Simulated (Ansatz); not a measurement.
**Variants of one calculation on Re (P-1, 2 atoms in the cell)**

```
CELL_PARAMETERS angstrom
      2.76534     0.00000     0.00000
     -1.38267     2.39486     0.00000
      0.00000     0.00000     4.47358
ATOMIC_POSITIONS crystal
  Re 0.33570 0.68092 0.25982
  Re 0.66430 0.31908 0.74018
```

Base run A: PBEsol, default PAW files made with PBE in Ansatz (a first-principles code), self-consistent single point.

Its settings: kpoints.mp_grid.grid = 11 11 6; kpoints.mp_grid.shift = 0.5 0.5 0.5; hamiltonian.xc = pbesol; hamiltonian.pseudopotentials = {kind: paw} (the program's default PAW files); scf.occupations.method = methfessel_paxton; scf.occupations.width = 0.02 Ry.

The starting cell comes from a database of computed structures (which also holds hypothetical and non-ambient phases and stackings), without a prior relaxation at this level. Its atoms were displaced at random from the sites of space group no. 194. Spin polarisation is off. In the base run, with a pressure of about -5 GPa the cell is away from its equilibrium volume at this level. Ansatz's pressure includes its estimate of the finite-basis (Pulay) stress.

ΔF is the free energy per atom less that of run A. 

```json
[
 {"run": "A", "change": "base", "ΔF (meV/atom)": "0.00", "pressure (GPa)": "-5.47", "largest force (eV/Å)": "0.546", "k-points": "363"},
 {"run": "B", "change": "scf.convergence.dr2_threshold: default (1e-07 eV) → 1e-05 eV", "ΔF (meV/atom)": "0.00", "pressure (GPa)": "-5.47", "largest force (eV/Å)": "0.545", "k-points": "363"},
 {"run": "C", "change": "scf.occupations.method: methfessel_paxton → cold; scf.occupations.width: 0.02 Ry → 0.0037 Ry", "ΔF (meV/atom)": "-1.19", "pressure (GPa)": "-5.41", "largest force (eV/Å)": "0.547", "k-points": "363"},
 {"run": "D", "change": "kpoints.mp_grid.shift: 0.5 0.5 0.5 → 0 0 0.5", "ΔF (meV/atom)": "4.2", "pressure (GPa)": "-5.28", "largest force (eV/Å)": "0.560", "k-points": "363"},
 {"run": "E", "change": "kpoints.mp_grid.grid: 11 11 6 → 18 18 10", "ΔF (meV/atom)": "4.0", "pressure (GPa)": "-5.35", "largest force (eV/Å)": "0.521", "k-points": "1620"},
 {"run": "F", "change": "crystal.symmetry.detect: default → false", "ΔF (meV/atom)": "0.00", "pressure (GPa)": "-5.47", "largest force (eV/Å)": "0.546", "k-points": "363"},
 {"run": "G", "change": "scf.mixing.algorithm: default (the program chose MSR1) → msr1; scf.mixing.ndim: default → 12", "ΔF (meV/atom)": "0.00", "pressure (GPa)": "-5.47", "largest force (eV/Å)": "0.546", "k-points": "363"},
 {"run": "H", "change": "scf.mixing.preconditioner: default (the program chose none) → local_kerker", "ΔF (meV/atom)": "0.00", "pressure (GPa)": "-5.47", "largest force (eV/Å)": "0.546", "k-points": "363"},
 {"run": "I", "change": "basis.precision: default → f64", "ΔF (meV/atom)": "0.00", "pressure (GPa)": "-5.47", "largest force (eV/Å)": "0.546", "k-points": "363"}
]
```

Run D against A: The free energy goes up by 4.2 meV/atom, the pressure goes from -5.47 to -5.28 GPa and the largest force goes from 0.546 to 0.560 eV/Å.

Run C against A: The free energy goes down by 1.2 meV/atom, the pressure hardly changes (-5.47 to -5.41 GPa) and the largest force hardly changes (0.546 to 0.547 eV/Å).

Keys are those of Ansatz 0.2.
